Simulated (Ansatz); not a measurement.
The parent structure is Hf in the hcp (Mg type) structure (space group P6_3/mmc, No. 194; a = 3.159 Å, c = 5.000 Å).

The values are results of DFT with PBEsol, PAW potentials and a 420 eV plane-wave cutoff in Ansatz (an electronic-structure program), scalar-relativistic without spin-orbit coupling, earlier PAW set, not measurements.

One change was made to it. Results:

| quantity | base | after |
|---|---|---|
| volume per atom | 21.60 Å³ | 23.65 Å³ |
| c/a ratio | 1.583 | 1.552 |

Task: Which change produced these results?
A) Hf → Sc
B) Hf → Zr
C) Hf → Lu

Result: A, Hf → Sc. For comparison, the volume per atom in the other runs: Hf → Zr gives 22.47 Å³; Hf → Lu gives 27.49 Å³.

Stability against distortions was not tested. The final runs are not spin-polarised.
